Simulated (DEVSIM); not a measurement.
Device: illuminated Si n-on-p cell, one wavelength, at 300 K.

Layer 1 from the left is Si, thickness (μm) 0.400, Nd (cm⁻³) 4.8e18, τn (s) 1.7e-6, τp (s) 9.1e-7, absorption coefficient (cm⁻¹) 4900. Layer 2 from the left is Si, thickness (μm) 40.0, Na (cm⁻³) 8e16, τn (s) 1.9e-6, τp (s) 1.9e-6, absorption coefficient (cm⁻¹) 4900.

Left contact: ohmic, minority hole recombination velocity 5000 cm/s. Right contact: ohmic, minority electron recombination velocity 3e6 cm/s. Voltage is applied to the left contact. Recombination: SRH at mid-gap, radiative, Auger. Gap narrowing is on: ΔEg = 6.92 meV × (l + √(l² + 0.5)), l = ln(N/1.3e17 cm⁻³), shared equally by both band edges. Light enters at the left, 5.1e16 photons cm⁻² s⁻¹, one pass, no reflection. Mobility is μmin + (μ − μmin)/(1 + (N/Nref)^α).

Constants are typed, rounded textbook-type inputs, not results; the design itself was drawn at random and stands for no fabricated device. Values at 300 K.

Si: gap (eV) 1.124, affinity (eV) 4.05, permittivity 11.7, Nc (cm⁻³) 2.86e19, Nv (cm⁻³) 3.1e19, μn (cm²/Vs) 1417, μp (cm²/Vs) 470, μn,min 52, μp,min 45, Nref,n 9.7e16, Nref,p 2.2e17, αn 0.68, αp 0.72, B (cm³/s) 4.7e-15, Cn (cm⁶/s) 2.8e-31, Cp (cm⁶/s) 9.9e-32.

Model (solved in DEVSIM): 1D drift-diffusion, Boltzmann statistics, complete ionisation; no tunnelling, impact ionisation, image-force lowering or self-heating.

Dark forward current:

```
|V| (V)  |J| (A/cm²)
-------  -----------
0.05       7.691e-10
0.10        2.753e-9
0.15        8.394e-9
0.20        2.580e-8
0.25        8.702e-8
0.30        3.474e-7
0.35        1.697e-6
0.40        9.770e-6
0.45        6.207e-5
0.50       0.0004138
0.55        0.002818
0.60         0.01936
0.65          0.1333
0.70          0.9127
0.75           5.965
0.80           32.62
0.85           129.5
0.90           371.7
0.95           824.4
1.00            1522
1.05            2475
```

**Question.** Work out the local ideality factor n = ΔV / (kT/q · ln(J2/J1)) between the rows 0.15 and 0.20 V, 0.60 and 0.65 V, 1.00 and 1.05 V.

**Answer.** kT/q = 25.85 mV. From 0.15 to 0.20 V: ln(2.580e-8/8.394e-9) = 1.123, n = 1.72. From 0.60 to 0.65 V: ln(0.1333/0.01936) = 1.929, n = 1.00, near the 1 of diffusion or emission over a barrier. From 1.00 to 1.05 V: ln(2475/1522) = 0.486, n = 3.98.

**Question.** What current could the absorbed light give at most, and what share is collected?

**Answer.** Σ αd = 19.8, so qΦ(1 − exp(−Σ αd)) = 8.17 mA/cm². The simulated short-circuit current is 7.746 mA/cm², a share of 0.95.

**Question.** Estimate the open-circuit voltage by superposition: the voltage at which the dark current equals that short-circuit current.

**Answer.** Interpolating ln J in the table gives 0.576 V. The simulation gives 0.576 V, the same within the digits that matter. Superposition holds where collection doesn't change with voltage.

**Question.** Estimate the fill factor from FF0 = (v − ln(v + 0.72))/(v + 1), v = qVoc/(nkT), with n from the dark curve.

**Answer.** The rows about Voc, 0.55 and 0.60 V, give n = 1.00, so v = 22.2 and FF0 = 0.822. The simulation gives 0.821, the same within the digits that matter.
